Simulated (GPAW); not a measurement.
A self-consistent single point of HgSe (F-43m, 2 atoms in the cell) with GPAW.

Method of the run: PBE, GPAW PAW datasets PBE (gpaw-data 1.0.1) (plane waves; GPAW).

The change in words: lattice scaled by 0.98. Reference geometry:
```
CELL_PARAMETERS angstrom
      0.00000     3.04585     3.04585
      3.04585     0.00000     3.04585
      3.04585     3.04585     0.00000
ATOMIC_POSITIONS crystal
  Hg 0.00000 0.00000 0.00000
  Se 0.75000 0.75000 0.75000
```

Reference input (self-consistent single point, DFT PBE, plane waves, GPAW PAW datasets PBE (gpaw-data 1.0.1)): mode = pw; ecut = 550 eV; xc = PBE; kpts = 9 9 9; mesh shift (steps) = 0 0 0; occupations.name = fermi-dirac; occupations.width = 0.1 eV; nbands = -6; symmetry.symmorphic = false; symmetry.tolerance = 0.0005; maxiter = 100. This run's input differs from it in these lines:

```diff
@@ -5,7 +5,7 @@
 atoms = Atoms(['Hg', 'Se'],
-              cell=[[0.000000, 3.045855, 3.045855],
-                    [3.045855, 0.000000, 3.045855],
-                    [3.045855, 3.045855, 0.000000]],
+              cell=[[0.000000, 2.984938, 2.984938],
+                    [2.984938, 0.000000, 2.984938],
+                    [2.984938, 2.984938, 0.000000]],
               positions=[[0.000000, 0.000000, 0.000000],
-                         [4.568783, 4.568783, 4.568783]],
+                         [4.477407, 4.477407, 4.477407]],
               pbc=True)
```

Output (repeated stretches shortened):

```
     iter     time        total  log10-change:
                         energy   eigst   dens
iter:   1 --:--:--    -4.872664
iter:   2 --:--:--    -4.824918   -1.24  -1.34
iter:   3 --:--:--    -4.697615   -1.43  -1.38
iter:   4 --:--:--    -4.696412   -2.65  -1.80
iter:   5 --:--:--    -4.704200c  -1.82  -1.82
iter:   6 --:--:--    -4.684358   -3.02  -2.36
iter:   7 --:--:--    -4.684799   -4.36  -2.63
iter:   8 --:--:--    -4.684541c  -4.18  -2.61
iter:   9 --:--:--    -4.684648c  -5.04  -3.00
iter:  10 --:--:--    -4.684974c  -5.05  -3.07
iter:  11 --:--:--    -4.685270c  -3.56  -3.09
iter:  12 --:--:--    -4.685320c  -5.18  -3.23
iter:  13 --:--:--    -4.685325c  -5.94  -3.80
iter:  14 --:--:--    -4.685325c  -6.81  -3.97
iter:  15 --:--:--    -4.685326c  -7.71c -4.04c
Converged after 15 iterations.

Dipole moment: (3.461011, 3.461011, 3.461011) |e|*Ang

Energy contributions relative to reference atoms: (reference = -599259.310858)

Kinetic:        +39.714385
Potential:      -33.054824
External:        +0.000000
XC:              -9.133030
Entropy (-ST):   -0.001517
Local:           -2.211097
SIC:             +0.000000
--------------------------
Free energy:     -4.686084
Extrapolated:    -4.685326

Showing only first 2 kpts
 Kpt  Band  Eigenvalues  Occupancy
  0    10      5.16070    1.76483
  0    11      5.16070    1.76483
  0    12      5.16070    1.76483
  0    13     10.59729    0.00000

  1    10      4.78453    1.99382
  1    11      4.78453    1.99382
  1    12      6.17577    0.00059
  1    13      9.85887    0.00000

Fermi level: 5.36224

No gap
No difference between direct/indirect transitions
Energy (eV): -4.685326

Forces in eV/Ang:
  0 Hg   -0.00000    0.00000   -0.00000
  1 Se    0.00000    0.00000    0.00000

Stress tensor:
    -0.056906    -0.000000    -0.000000
    -0.000000    -0.056906     0.000000
    -0.000000     0.000000    -0.056906
Stress (GPa, Voigt): [-9.1173 -9.1173 -9.1173  0.     -0.     -0.    ]
```

The run converged in 15 iterations. GPAW prints stress with tension positive. Against the reference run the free energy rises by 70.4 meV/atom and the pressure goes from 4.60 to 9.12 GPa.

The starting cell comes from a database of computed structures (which also holds hypothetical and non-ambient phases and stackings), without a prior relaxation at this level. Its lattice was rescaled by a random factor within 2.5 % of one. For this run, on top of that: lattice scaled by 0.98. With a pressure of about 9 GPa the cell is away from its equilibrium volume at this level. The run gives no clean gap (levels at the Fermi energy touch, overlap or are partly filled at this smearing), which alone does not show that the compound is a metal.

Cost on one core of a shared machine: roughly 40 s.
